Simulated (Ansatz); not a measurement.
Consider a periodic stack without vacuum, fcc Pb (1 1 1) on cubic ZrO2 (1 1 1) (film strained to the substrate, started from cuts of the bulks and a machine-learned relaxation; slabs O10Zr5 and Pb4, which can lie off the formulas): substrate slab O10Zr5, film Pb4, surface cells [[0, -1], [1, -1]] and [[1, 0], [0, 1]], film strained by +1.5 and +1.5 %, outermost planes O/O and Pb/Pb as cut, which need not be the usual terminations and can put a slab off its formula. Its start:

```yaml
crystal:
  lattice:
    - [3.61756, 0.00000, -0.01702]
    - [1.80878, 3.13290, -0.01639]
    - [-1.92947, -0.06491, 28.01702]
  atoms:
    - { symbol: O, position: [0.33580, 0.33523, 0.05401] }
    - { symbol: O, position: [0.03487, 0.00409, 0.10975] }
    - { symbol: O, position: [0.73068, 0.67225, 0.16049] }
    - { symbol: O, position: [0.42588, 0.34157, 0.21458] }
    - { symbol: O, position: [0.12148, 0.00995, 0.26847] }
    - { symbol: O, position: [0.81737, 0.67922, 0.32257] }
    - { symbol: O, position: [0.51301, 0.34834, 0.37641] }
    - { symbol: O, position: [0.20946, 0.01723, 0.43046] }
    - { symbol: O, position: [0.90482, 0.68664, 0.48135] }
    - { symbol: O, position: [0.60415, 0.35802, 0.53724] }
    - { symbol: Zr, position: [0.69408, 0.66704, 0.08324] }
    - { symbol: Zr, position: [0.07571, 0.00854, 0.18830] }
    - { symbol: Zr, position: [0.46919, 0.34379, 0.29504] }
    - { symbol: Zr, position: [0.86076, 0.68272, 0.40200] }
    - { symbol: Zr, position: [0.24877, 0.01688, 0.50724] }
    - { symbol: Pb, position: [0.68679, 0.57746, 0.64602] }
    - { symbol: Pb, position: [0.05530, 0.97054, 0.74052] }
    - { symbol: Pb, position: [0.45446, 0.32031, 0.84310] }
    - { symbol: Pb, position: [0.88974, 0.62684, 0.93714] }
```

The start was prepared with a machine-learned potential, and the result is one local minimum, with the in-plane cell held and forces under 0.04 eV/Å; the film can end far from its bulk form.

Calculation: PBE (plane waves to 420 eV, PAW; Ansatz, a first-principles code). Spin–orbit coupling is left out; the runs are not spin-polarised. Its k-point mesh 10×10×1, Fermi–Dirac width 0.05 eV.

**Question.** Predict the relaxed interface.

**Answer.** 
- interface area: 11.3 Å²
- period: 28.36 Å
- heights between the nearest atoms of the two slabs at the two interfaces: 3.34 and 3.35 Å
